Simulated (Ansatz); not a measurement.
Functionals compared on OH on the 1x1 (10-10) surface of wurtzite ZnO (cut with top plane O + Zn), one in a 2x1 cell, started at the site 'hollow O', in Ansatz (plane waves, PAW). The structure was relaxed with PBE; the other rows are single points on it, each with its references at the same level. Cutoff 420 eV (500 eV for r2SCAN). The points keep PBE's geometry, so the relaxation of a polaron and the settling of charge on one site are left out.

Host crystal: wurtzite ZnO, with a band gap (PBE, scalar-relativistic without spin-orbit coupling).

Model: 34-atom slab, 9.4 Å thick at the start under the adsorbate (thin: gaps and levels are the slab's own), 3x4x1 mesh, Fermi-Dirac 0.01 eV, dipole correction, 16 atoms held, the rest relaxed; no symmetry held; spin-polarised, ending with about 0.7 μB a cell, a value that depends on the mesh; orders that need a larger cell were not tried, no spin-orbit, no U, no dispersion correction. The slab shows no gap over 0.04 eV on its mesh. At the end it is bonded to 2 Zn. In PBE it is, or lies within 0.03 eV of, the lowest of the starts that converged. These notes are the PBE run's. r2SCAN: The program's check for a lower electronic state was not made. Adsorption energies are against H2O(g) − ½ H2(g). A negative adsorption energy means that the adsorbate is more stable on the surface than in its reference.

```json
[
 {"functional": "PBE", "adsorption energy (eV)": "1.38", "work function of the top face (eV)": "5.97", "rough cost of the single point": "–"},
 {"functional": "RPBE", "adsorption energy (eV)": "1.45", "work function of the top face (eV)": "5.84", "rough cost of the single point": "around 5 core-minutes (rough)"},
 {"functional": "r2SCAN", "adsorption energy (eV)": "1.35", "work function of the top face (eV)": "6.15", "rough cost of the single point": "around 14 core-minutes (rough)"}
]
```

Ansatz is an electronic-structure program.
